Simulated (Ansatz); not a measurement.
**(Ti,Zr)Si2: Ti$_{3}$ZrSi$_{8}$**

A 24-atom cell of (Ti,Zr)Si2 started in the ZrSi2 (C49) type structure, site fractions Ti 0.750, Zr 0.250, short-range order -0.11 in the first shell of the mixed sites (0 is random, a negative value favours unlike neighbours), space group Cm at the end.

The mixing enthalpy is taken against the end members in the ZrSi2 (C49) type type (which need not be the stable form of TiSi2 and ZrSi2), relaxed in the same cell and mesh.

Level of theory: PBE (plane waves to 420 eV, PAW; Ansatz, a first-principles code). Scalar-relativistic, without spin–orbit coupling; the runs are not spin-polarised. Its k-point mesh 6×5×5, Fermi–Dirac width 0.05 eV.

- volume per atom = 15.01 Å³
- Si–Ti bonds = 2.696 Å on average, from 2.596 to 3.002 (60)
- Si–Zr bonds = 2.760 Å on average, from 2.654 to 2.951 (20)
- mixing enthalpy per site of the mixed sublattice = 49 meV
- departure of the mean lattice parameter from Vegard's line = +0.2 %

```xyz
24
Lattice="-0.0005 -0.0002 7.2049 1.7959 -6.9611 3.6025 7.1835 -0.0003 -3.6029" Properties=species:S:1:pos:R:3 pbc="T T T"
Ti     1.7963    -5.5274     2.7017
Ti     1.7960    -5.5275     6.3045
Ti     5.3868    -5.5276     2.6896
Ti     5.3865    -5.5277     6.3160
Zr     3.6092    -1.4523     4.5029
Ti     3.5730    -1.4750     0.9004
Zr     7.1650    -1.4511     4.5026
Ti     7.2033    -1.4777     0.9002
Si     1.7959    -0.7375     2.7014
Si     1.7956    -0.7377     6.3046
Si     5.3874    -0.7371     2.6239
Si     5.3878    -0.7370    -0.8233
Si     3.6065    -6.0958     4.5030
Si     3.5758    -6.1015     8.1055
Si     7.1816    -6.0491     4.5028
Si     7.1844    -6.1196     0.9003
Si     3.5916    -3.5324     6.3302
Si     3.5919    -3.5324     2.6757
Si     7.1838    -3.5315    -0.8730
Si     7.1836    -3.5316     2.6736
Si     1.8064    -3.5307     8.1054
Si     1.7858    -3.5342     4.5030
Si     5.3854    -3.4899     0.9003
Si     5.3886    -3.5739     4.5027
```
